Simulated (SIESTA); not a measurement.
SIESTA run on Zr (P6_3/mmc, 2 atoms in the cell): self-consistent single point.

Level of theory: GGA PBE, numerical atomic orbitals DZP, PseudoDojo PBE standard norm-conserving potentials (rewritten from UPF to PSML) (SIESTA 5.4.2).

The change in words: lattice scaled by 0.98. Reference geometry:
```
CELL_PARAMETERS angstrom
      3.20911     0.00000     0.00000
     -1.60455     2.77917     0.00000
      0.00000     0.00000     5.12412
ATOMIC_POSITIONS crystal
  Zr 0.33333 0.66667 0.25000
  Zr 0.66667 0.33333 0.75000
```

Reference input (self-consistent single point, DFT, GGA PBE, numerical atomic orbitals DZP, PseudoDojo PBE standard norm-conserving potentials (rewritten from UPF to PSML)): XC.functional = GGA; XC.authors = PBE; potentials = PseudoDojo PBE standard; PAO.BasisSize = DZP; PAO.EnergyShift = 0.01 Ry; MeshCutoff = 300 Ry; kgrid.MonkhorstPack = 16 16 9; OccupationFunction = MP; OccupationMPOrder = 0; ElectronicTemperature = 1578.21 K; MaxSCFIterations = 150; SCF.Mixer.Method = Pulay. This run's input differs from it in these lines:

```diff
@@ -11,5 +11,5 @@
 %block LatticeVectors
-     6.064329555    0.000000000    0.000000000
-    -3.032165722    5.251862595    0.000000000
-     0.000000000    0.000000000    9.683179650
+     5.943043153    0.000000000    0.000000000
+    -2.971522521    5.146825948    0.000000000
+     0.000000000    0.000000000    9.489516738
 %endblock LatticeVectors
@@ -17,4 +17,4 @@
 %block AtomicCoordinatesAndAtomicSpecies
-    -0.000003662    3.501243481    2.420794913  1
-     3.032167495    1.750619114    7.262384738  1
+    -0.000003601    3.431219014    2.372379184  1
+     2.971524233    1.715606934    7.117137553  1
 %endblock AtomicCoordinatesAndAtomicSpecies
```

The program printed (abridged):

```
        iscf     Eharris(eV)        E_KS(eV)     FreeEng(eV)     dDmax    Ef(eV) dHmax(eV)
   scf:    1    -2737.781975    -2753.114191    -2753.128079  1.585177 -4.825408  2.977332
   scf:    2    -2753.581495    -2753.355712    -2753.370713  0.062369 -4.968552  2.059923
   scf:    3    -2753.714110    -2753.575661    -2753.593900  0.131525 -5.303532  0.012626
   scf:    4    -2753.576017    -2753.575861    -2753.594004  0.002241 -5.297521  0.026614
   scf:    5    -2753.575894    -2753.575882    -2753.594046  0.001524 -5.301261  0.005294
   scf:    6    -2753.575883    -2753.575883    -2753.594047  0.000276 -5.302417  0.001180
   scf:    7    -2753.575887    -2753.575885    -2753.594047  0.000075 -5.302830  0.000061
   scf:    8    -2753.575885    -2753.575885    -2753.594047  0.000005 -5.302809  0.000018
SCF Convergence by DM+H criterion
max |DM_out - DM_in|         :     0.0000049131
max |H_out - H_in|      (eV) :     0.0000184328
SCF cycle converged after 8 iterations

Using DM_out to compute the final energy and forces

siesta: E_KS(eV) =            -2753.5759

siesta: E_KS - E_eggbox =     -2753.5759

siesta: Atomic forces (eV/Ang):
     1    0.000008   -0.000004   -0.000000
     2   -0.000008    0.000004   -0.000000
   Tot   -0.000000   -0.000000   -0.000000
   Max    0.000008
   Res    0.000005    sqrt( Sum f_i^2 / 3N )
   Max    0.000008    constrained

Stress tensor Voigt[x,y,z,yz,xz,xy] (kbar):      -71.67      -71.65      -94.49       -0.00        0.00        0.01
(Free)E + p*V (eV/cell)    -2751.4660
Target enthalpy (eV/cell)    -2753.5940

siesta: Program's energy decomposition (eV):
siesta: FreeEng =     -2753.594047

   [... lines left out ...]
siesta: Cell volume =         43.012616 Ang**3
siesta:          79.26918261         79.26938719  kBar
   [... lines left out ...]

             -0.071  -0.046  -0.061
   2 12.000   1.834   0.401   0.231   1.935   1.920   1.935   0.290   0.286
              0.290   0.663   0.556   0.725   0.556   0.663  -0.061  -0.046

             -0.071  -0.046  -0.061

mulliken: Qtot =       24.000

Mulliken Atomic Populations:
Atom #   charge [q] valence [e]  Species
     1    -0.000000   12.000000  Zr
     2     0.000000   12.000000  Zr
 Total     0.000000
```

The run converged in 8 iterations. Against the reference run the free energy rises by 34.8 meV/atom and the pressure goes from 0.64 to 7.93 GPa.

The starting cell comes from a database of computed structures (which also holds hypothetical and non-ambient phases and stackings), without a prior relaxation at this level. Its lattice was rescaled by a random factor within 2.5 % of one. For this run, on top of that: lattice scaled by 0.98. Values carry the incompleteness of an atom-centred basis. With a pressure of about 8 GPa the cell is away from its equilibrium volume at this level.

Cost on one core of a shared machine: roughly 40 s.
